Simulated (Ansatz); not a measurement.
Density of states of KZnF3 (Pm-3m) below the valence band maximum, PBEsol, rigid bands run with Ansatz (an electronic-structure program); cell volume 66.5 Å³.

(energy from edge (eV), 10⁻³ states/eV/cell): (0.006, 1390); (0.031, 1550); (0.056, 1600); (0.081, 1570); (0.106, 1530); (0.131, 1530); (0.156, 1540); (0.181, 1520); (0.206, 1540); (0.231, 1520); (0.256, 1530); (0.281, 1530); (0.319, 1510); (0.344, 1520); (0.369, 1530); (0.394, 1510); (0.419, 1530); (0.444, 1530); (0.469, 1520); (0.494, 1530); (0.519, 1540); (0.544, 1540); (0.569, 1550); (0.594, 1550)

**Question.** What effective density of states at 300 K does this give (∫ g(E) exp(−E/k_BT) dE, both spins, divided by the cell's size)?

**Answer.** 5.8e20 cm⁻³, a density-of-states mass of 8.1 mₑ, valleys and band degeneracy included.

Spin-orbit coupling is left out; where it splits the top of the valence band, N_v and the p-type Seebeck coefficient come out somewhat high without it. Geometry: cell and atoms relaxed with PBEsol.

Formula and space group known from diffraction (Crystallography Open Database), not checked to be the room-temperature form: KZnF3 (Pm-3m).
